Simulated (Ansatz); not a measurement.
## What isotropic strain −1.00 % does to KI

Start from KI in the rock salt structure (space group Fm-3m, No. 225; a = 7.182 Å).

One thing is altered: the cell is scaled by 0.9900 in all directions, atoms relaxed at fixed cell.

Computed with DFT with PBE, PAW potentials and a 420 eV plane-wave cutoff in Ansatz (a quantum-chemistry and plane-wave program), spin-orbit coupling left out. k-mesh 8×8×8 (Γ-centred); smearing 0.05 eV (Fermi–Dirac).

The volume per atom falls by 1.38 Å³ (46.32 Å³ → 44.94 Å³) and the space group stays Fm-3m (No. 225). The shortest interatomic distance decreases by 0.0679 bohr (6.786 bohr → 6.719 bohr) and the energy increases by 1.4 meV/atom. The pressure goes from zero to 0.34 GPa and the band gap increases by 0.067 eV, from 3.86 eV to 3.92 eV. The gap character stays direct at Γ and the mean gap deformation potential ΔEg/Δln V is -2.2 eV. The width of the top valence band goes up by 0.033 eV (0.54 eV → 0.58 eV) and the electron mass changes from 0.34 mₑ (at Γ) to 0.33 mₑ (at Γ). The valley order (the lowest conduction-band minima on the path, energy above the VBM, named in the base's zone) goes from Γ 3.86 eV; X along ⟨100⟩ 5.02 eV to Γ 3.92 eV; X along ⟨100⟩ 4.97 eV.

Cost of the whole job for the changed cell (relaxation, final SCF and bands): about 10 core-seconds (a rough figure).

With I present, leaving out spin-orbit coupling can change the band edges. Effective masses come from finite differences of ±0.01 Å⁻¹. Stability against distortions was not tested.
